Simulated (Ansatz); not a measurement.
Base system: Os in the diamond structure (space group Fd-3m, No. 227; a = 5.501 Å; a hypothetical phase, not in the database extracts checked).

Now apply this change: hydrostatic tension (pressure −2 GPa).

Levels (all Ansatz, an electronic-structure program, PAW): PBEsol (420 eV, no spin-orbit coupling); PBEsol+SOC (420 eV, with spin-orbit coupling).

The geometry is relaxed with PBEsol.

- PBEsol pressure = -2.0 GPa

Question: Predict the pressure from PBEsol+SOC.

Answer: The pressure rises by 0.4 GPa, from -2.0 GPa to -1.6 GPa.

Single points use the geometry relaxed with PBEsol. Differences between runs with and without spin-orbit coupling are approximate. Load acts through the strain it causes; cell and atoms are relaxed under it. Whether these cells are dynamically stable was not tested. The runs without spin-orbit coupling are not spin-polarised.
